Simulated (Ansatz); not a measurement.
Relaxation of cell and atoms of CrI₃ (R-3, 8 atoms in the cell) at several settings

```yaml
crystal:
  lattice:
    - [3.26134, 1.88294, 5.99871]
    - [-3.26134, 1.88294, 5.99871]
    - [0.00000, -3.76587, 5.99871]
  atoms:
    - { symbol: Cr, position: [0.33333, 0.33333, 0.33333], spin: 3.0 }
    - { symbol: Cr, position: [0.66667, 0.66667, 0.66667], spin: 3.0 }
    - { symbol: I, position: [0.08800, 0.75500, 0.42100] }
    - { symbol: I, position: [0.42100, 0.08800, 0.75500] }
    - { symbol: I, position: [0.75500, 0.42100, 0.08800] }
    - { symbol: I, position: [0.91200, 0.24500, 0.57900] }
    - { symbol: I, position: [0.57900, 0.91200, 0.24500] }
    - { symbol: I, position: [0.24500, 0.57900, 0.91200] }
```
(The spins are starting values, not results.)

Base: PBE, PAW files (Ansatz, a quantum-chemistry and plane-wave program). Its settings: basis.ecutwfc = 30.9 Ry; kpoints.mp_grid.grid = 3 3 3; hamiltonian.xc = pbe; hamiltonian.pseudopotentials = {kind: paw} (the program's default PAW files); magnetization.spin_polarized = true; scf.occupations.method = cold; scf.occupations.width = 0.0073 Ry. Starting volume 27.63 Å³ per atom.

Each line gives the change from the base single point and the result:

- relax: default → cell and atoms; relax.cell.p_target: default → 5 GPa: pressure 5.00 GPa; final cell a = 7.258 Å, b = 7.258 Å, c = 7.258 Å, α = 54.42°, β = 54.42°, γ = 54.42°; final volume per atom 29.40 Å³; relaxation steps 7; free energy against the base single point -82.7 meV/atom.
- hamiltonian.xc: pbe → lda; relax: default → cell and atoms [DFT, LDA (PW92), plane waves, PAW files made with PBE]: pressure 0.03 GPa; largest force (vector length) 0.002 eV/Å; final cell a = b = c = 7.435 Å, α = β = γ = 53.63°; final volume per atom 30.91 Å³; relaxation steps 6.

The starting cell was generated: these elements placed on a structure prototype, without a prior relaxation; it need not be a known phase or ordering of this composition. Its lattice was rescaled by a random factor within 2.5 % of one. The magnetic order is the one reached from the typed start; others were not searched systematically. Ansatz's pressure includes its estimate of the finite-basis (Pulay) stress.

Left out of this page: 1 run of the series outside the window shown, repeating another row's setting, or not comparable.

Keys are those of Ansatz 0.2.
